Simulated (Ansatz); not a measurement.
Formation energy of the bound charge states of Mn on the Si site (Mn_Si) in 4H silicon carbide (start: the Si(k) site; 96-site cell, 2×2×2 shifted sampling) against the Fermi level, C-rich (Δμ(Si) = -0.41 eV, Δμ(Mn) = -0.15 eV, bounded by Mn23C6 (Fm-3m); only phases computed here count, gases as isolated molecules at 0 K). Computed with PBE, PAW (plane waves to 420 eV; Ansatz, a program for electronic structure).

Set-up: 96-site cell; 2×2×2 shifted k-points; host gap 2.22 eV; charged states image-corrected; no Hubbard U; not converged in cell size; flagged in the runs: a host whose relaxation on this sampling wasn't shown to rest.

| E_F − E_VBM (eV) | q = +1 | q = 0 | q = −1 | q = −2 |
|---|---|---|---|---|
| 0.00 | 1.82 | 2.86 | 4.32 | 6.27 |
| 0.28 | 2.10 | 2.86 | 4.05 | 5.72 |
| 0.56 | 2.38 | 2.86 | 3.77 | 5.16 |
| 0.83 | 2.66 | 2.86 | 3.49 | 4.60 |
| 1.11 | 2.94 | 2.86 | 3.21 | 4.05 |
| 1.39 | 3.21 | 2.86 | 2.93 | 3.49 |
| 1.67 | 3.49 | 2.86 | 2.66 | 2.94 |
| 1.95 | 3.77 | 2.86 | 2.38 | 2.38 |
| 2.22 | 4.05 | 2.86 | 2.10 | 1.82 |

Crossings of the lowest lines: (+1/0) at 1.04 eV; (0/−1) at 1.46 eV; (−1/−2) at 1.95 eV.
